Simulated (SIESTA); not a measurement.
Input and output of a self-consistent single point for NiHO2 (P1, 4 atoms in the cell) (SIESTA).

Computed with LDA PW92, numerical atomic orbitals DZP, PseudoDojo LDA standard norm-conserving potentials (rewritten from UPF to PSML) in SIESTA 5.4.2.

```
NiHO2
1.0
    2.67589    -1.42626     0.00000
    2.67589     1.42626     0.00000
   -1.13547     0.00000     4.40482
Ni H O
1 1 2
Direct
  0.00294   0.00115   0.99864
  0.49077   0.48696   0.46441
  0.40046   0.40571   0.23326
  0.60584   0.60618   0.77044
```
Moments meant for the start (each program seeds them in its own way; μB, in the order of the atoms Ni H O O): 2.0 0.0 0.0 0.0.

Reference input (self-consistent single point, DFT, LDA PW92, numerical atomic orbitals DZP, PseudoDojo LDA standard norm-conserving potentials (rewritten from UPF to PSML)): XC.functional = LDA; XC.authors = PW92; potentials = PseudoDojo LDA standard; PAO.BasisSize = DZP; PAO.EnergyShift = 0.005 Ry; MeshCutoff = 350 Ry; kgrid.MonkhorstPack = 7 7 4; OccupationFunction = MP; OccupationMPOrder = 0; ElectronicTemperature = 1578.21 K; Spin = polarized; DM.InitSpin = [1 +2.00, 2 +0.00, 3 +0.00, 4 +0.00]. This run's input differs from it in these lines:

```diff
@@ -31,5 +31,5 @@
 %block kgrid.MonkhorstPack
-    7   0   0  0.0
-    0   7   0  0.0
-    0   0   4  0.0
+    3   0   0  0.0
+    0   3   0  0.0
+    0   0   2  0.0
 %endblock kgrid.MonkhorstPack
```

The program printed (abridged):

```
        iscf     Eharris(eV)        E_KS(eV)     FreeEng(eV)     dDmax    Ef(eV) dHmax(eV)
   scf:    1    -5414.154776    -5455.043820    -5455.107506  0.650353 -2.989937 27.670425
     spin moment: {S} , |S| = {        0.0        0.0    2.83064 }     2.83064
   scf:    2    -5478.039234    -5468.034915    -5468.093485  0.349562 -4.754922 14.959503
     spin moment: {S} , |S| = {        0.0        0.0    1.72369 }     1.72369
   scf:    3    -5467.724299    -5472.879932    -5472.888970  0.176742 -6.043501  6.590064
     spin moment: {S} , |S| = {        0.0        0.0    0.98023 }     0.98023
   [... lines left out ...]
     spin moment: {S} , |S| = {        0.0        0.0    0.02560 }     0.02560
   scf:  148    -5474.129533    -5474.129534    -5474.143787  0.000053 -5.512278  0.001783
     spin moment: {S} , |S| = {        0.0        0.0    0.02536 }     0.02536
   scf:  149    -5474.129531    -5474.129533    -5474.143788  0.000052 -5.512258  0.001766
     spin moment: {S} , |S| = {        0.0        0.0    0.02512 }     0.02512
   scf:  150    -5474.129529    -5474.129531    -5474.143788  0.000052 -5.512238  0.001749
     spin moment: {S} , |S| = {        0.0        0.0    0.02488 }     0.02488
SCF_NOT_CONV: SCF did not converge in maximum number of steps (required).
SCF_NOT_CONV: SCF did not converge in maximum number of steps (required).
Geom step, scf iteration, dDmax, dHmax:    0   150      0.000052     0.000129
Geom step, scf iteration, dDmax, dHmax:    0   150      0.000052     0.000129

ABNORMAL_TERMINATION
ABNORMAL_TERMINATION
Stopping Program from Node:    0
Stopping Program from Node:    0
```

The run ended unconverged after 150 iterations. 

The starting cell comes from a database of computed structures (which also holds hypothetical and non-ambient phases and stackings), without a prior relaxation at this level. Its atoms were displaced at random from the sites of space group no. 8. Values carry the incompleteness of an atom-centred basis.

Cost on one core of a shared machine: roughly 70 s.
